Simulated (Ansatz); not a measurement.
**YPd$_{2}$B$_{2}$C (space group I4/mmm, No. 139; a cell from a computed database, its experimental status unchecked)**

```cif
data_C2B4Pd4Y2
_chemical_formula_sum 'Y2 B4 Pd4 C2'
_space_group_name_H-M_alt 'I4/mmm'
_space_group_IT_number 139
_space_group_name_Hall '-I 4 2'
_cell_length_a 3.72868
_cell_length_b 3.72868
_cell_length_c 10.70161
_cell_angle_alpha 90.000
_cell_angle_beta 90.000
_cell_angle_gamma 90.000
loop_
_atom_site_label
_atom_site_type_symbol
_atom_site_symmetry_multiplicity
_atom_site_Wyckoff_symbol
_atom_site_fract_x
_atom_site_fract_y
_atom_site_fract_z
_atom_site_occupancy
Y1 Y 2 b 0.00000 0.00000 0.50000 1
B1 B 4 e 0.00000 0.00000 0.13779 1
Pd1 Pd 4 d 0.00000 0.50000 0.25000 1
C1 C 2 a 0.00000 0.00000 0.00000 1
```
(The calculation used a cell of 6 atoms; values per cell refer to that cell.)

Method: PBEsol in Ansatz (plane waves to 420 eV, PAW, spin-orbit coupling left out). Settings: 18×18×18 k-points, 0.05 eV Fermi–Dirac smearing.

```yaml
volume_per_atom: 12.40 Å³
density: 7.49 g/cm³
band_gap: zero
total_energy: -3027.273 eV/atom (σ→0; compares only within this code and set-up)
```

Stability against distortions was not tested. The final runs are not spin-polarised. An odd electron count without spin: YPd2B2C.

Ansatz is an electronic-structure program.
